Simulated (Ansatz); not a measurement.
**How the bulk modulus B0 of ScPt3 (model structure, started from the D022 type, I4/mmm, No. 139, 4 atoms in the cell) moves with the method**

No measured value is used here.

```tsv
level (code)	value (GPa)	cell (Å³/atom)
LDA (Ansatz)	___	15.31
PBEsol (Ansatz)	216	15.67
r²SCAN (Ansatz)	207	16.01
```

### Question
Some entries are withheld; supply them.

### Answer

- LDA (Ansatz, a first-principles code), value (GPa): 232

The crystal itself was run without spin with LDA, PBEsol, r²SCAN; a magnetic state was not tried in these runs. Density-functional levels without +SOC have no spin–orbit coupling. LDA, PBEsol, r²SCAN: the bulk modulus is −V dP/dV from two relaxed cells at ±2 % in volume. Each level is taken at its own relaxed cell. Cutoffs differ between the levels. Ansatz's density-functional and Hartree–Fock values are scalar-relativistic unless marked +SOC, with PAW data made under PBE.

A model structure was made by putting elements into a prototype or built by hand; it is no filed structure, need not be a known phase, and can be a saddle point held by its symmetry.
